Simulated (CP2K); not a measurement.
CP2K run on YAl3Ag (Imm2, 5 atoms in the cell): self-consistent single point.

Method of the run: LDA (Pade form), GPW, DZVP-MOLOPT-SR-GTH basis, GTH-PADE potentials (GTH_POTENTIALS) (CP2K).

The change in words: lattice scaled by 0.98. Reference geometry:
```xyz
5
Lattice="6.4442 0.0000 0.0000 3.6692 5.2976 0.0000 -5.0508 -2.6601 2.9902" Properties=species:S:1:pos:R:3 pbc="T T T"
Y      0.0014     0.0007     0.0000
Al     1.8360     2.6424     1.4951
Al     6.1657     3.2297     0.0000
Al     3.9456     2.0668     0.0000
Ag     3.2271    -0.0046     1.4951
```

Reference input (self-consistent single point, DFT LDA (Pade form), GPW, DZVP-MOLOPT-SR-GTH basis, GTH-PADE potentials (GTH_POTENTIALS)): CUTOFF = 500 Ry; REL_CUTOFF = 50 Ry; SMEAR/METHOD = FERMI_DIRAC; ELECTRONIC_TEMPERATURE = 580.23 K; KPOINTS/SCHEME = MONKHORST-PACK 7 7 7; XC_FUNCTIONAL = PADE; Y/BASIS_SET = DZVP-MOLOPT-SR-GTH-q11; Y/POTENTIAL = GTH-PADE-q11; Al/BASIS_SET = DZVP-MOLOPT-SR-GTH-q3; Al/POTENTIAL = GTH-PADE-q3; Ag/BASIS_SET = DZVP-MOLOPT-SR-GTH-q11; Ag/POTENTIAL = GTH-PADE-q11. This run's input differs from it in these lines:

```diff
@@ -63,4 +63,4 @@
     &CELL
-      ABC 6.44420100 6.44420207 6.44420082
-      ALPHA_BETA_GAMMA 141.77666517 141.60740064 55.29309230
+      ABC 6.31531700 6.31531743 6.31531724
+      ALPHA_BETA_GAMMA 141.77666627 141.60739420 55.29309054
       PERIODIC XYZ
@@ -68,7 +68,7 @@
     &COORD
-      Y        0.00141587     0.00074167     0.00000000
-      Al       1.83602899     2.64238336     1.49509200
-      Al       6.16573057     3.22974701     0.00000000
-      Al       3.94563875     2.06681347     0.00000000
-      Ag       3.22707368    -0.00457248     1.49509200
+      Y        0.00138756     0.00072683     0.00000000
+      Al       1.79930833     2.58953500     1.46519050
+      Al       6.04241586     3.16515170     0.00000000
+      Al       3.86672592     2.02547696     0.00000000
+      Ag       3.16253222    -0.00448142     1.46519050
     &END COORD
```

Log, with long lists cut:

```
 SCF WAVEFUNCTION OPTIMIZATION

  Step     Update method      Time    Convergence         Total energy    Change
     1 NoMix/Diag. 0.30E+00      -     0.93760020       -82.2688100089 -8.23E+01
     2 Broy./Diag. 0.30E+00      -     0.71616228       -84.3737528053 -2.10E+00
     3 Broy./Diag. 0.30E+00      -     0.19869956       -82.5502371325  1.82E+00
     4 Broy./Diag. 0.30E+00      -     0.11943693       -81.8348070896  7.15E-01
     5 Broy./Diag. 0.30E+00      -     0.05924271       -81.6010371541  2.34E-01
     6 Broy./Diag. 0.30E+00      -     0.01876073       -81.7167562479 -1.16E-01
   [... 4 lines left out ...]
    11 Broy./Diag. 0.30E+00      -     0.00011092       -81.7237311000 -1.08E-05
    12 Broy./Diag. 0.30E+00      -     0.00000211       -81.7235326263  1.98E-04
    13 Broy./Diag. 0.30E+00      -     0.00000233       -81.7235525212 -1.99E-05
    14 Broy./Diag. 0.30E+00      -     0.00000014       -81.7235536807 -1.16E-06
  *** SCF run converged in    14 steps ***

  Overlap energy of the core charge distribution:               0.00000000036370
  Self energy of the core charge distribution:               -148.66890429626844
  Core Hamiltonian energy:                                     39.01436012160157
  Hartree energy:                                              41.05227818352463
  Exchange-correlation energy:                                -13.12099770915959
  Electronic entropic energy:                                  -0.00028998078037
  Fermi energy:                                                 0.27156016907972

  Total energy:                                               -81.72355368073615
  Total energy (extrapolated to T->0):                        -81.72340869034596

                     Mulliken Population Analysis

   [... lines left out ...]

 STRESS| Analytical stress tensor [bar]
 STRESS|                        x                   y                   z
 STRESS|      x       -3.03288856725E+04   1.28073306209E+03  -1.06066010784E+03
 STRESS|      y        1.28073306209E+03  -3.21031986915E+04   2.02412336510E+03
 STRESS|      z       -1.06066010784E+03   2.02412336510E+03  -3.27549547964E+04
 STRESS| 1/3 Trace                                            -3.17290130535E+04
```

The run converged in 14 iterations. Against the reference run the free energy falls by 40.2 meV/atom, the pressure goes from -7.32 to -3.17 GPa and the largest force goes from 0.090 to 0.031 eV/Å.

The starting cell comes from a database of computed structures (which also holds hypothetical and non-ambient phases and stackings), without a prior relaxation at this level. Its lattice was rescaled by a random factor within 2.5 % of one. For this run, on top of that: lattice scaled by 0.98. Values carry the incompleteness of an atom-centred basis. With a pressure of about -3 GPa the cell is away from its equilibrium volume at this level.

Cost on one core of a shared machine: roughly 2 min.
